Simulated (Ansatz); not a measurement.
Consider NaF in the rock salt structure (space group Fm-3m, No. 225; a = 4.6291 Å).

Level of theory: PBEsol (Ansatz, a quantum-chemistry and plane-wave program, PAW, no spin-orbit coupling).

One thing is altered: the cell is scaled by 0.9750 in all directions, atoms relaxed at fixed cell.

What does the calculation give for the energy relative to the base and mean gap deformation potential ΔEg/Δln V after the change?

The energy rises by 12 meV/atom; the mean gap deformation potential ΔEg/Δln V is -5.5 eV.

The cells carry an imposed strain or load. Stability against distortions was not tested.
